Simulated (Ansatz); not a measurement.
**BN, response to strain**

Start from BN (space group P6_3/mmc, No. 194; layered, stacked along the Cartesian z axis).

```
BN
1.0
    2.50644     0.00000     0.00000
   -1.25322     2.17064     0.00000
    0.00000     0.00000     6.61468
B N
2 2
Direct
  0.66667   0.33333   0.75000
  0.33333   0.66667   0.25000
  0.33333   0.66667   0.75000
  0.66667   0.33333   0.25000
```

Strains are applied to the cell and any free atomic positions relax.

Computed with plane-wave PAW DFT at the PBE-D3(BJ) level (Ansatz, a quantum-chemistry and plane-wave program, 420 eV), no spin-orbit coupling.

Candidates:
(a) isotropic strain +1.80 %
(b) isotropic strain +1.20 %
(c) isotropic strain +0.60 %

Base values:

| Property | Result |
|---|---|
| Band gap | 4.24 eV |

Problem. Order them by band gap, lowest first.

Solution. (a) isotropic strain +1.80 % (4.18 eV), (b) isotropic strain +1.20 % (4.20 eV), (c) isotropic strain +0.60 % (4.22 eV)

Stability against distortions was not tested.
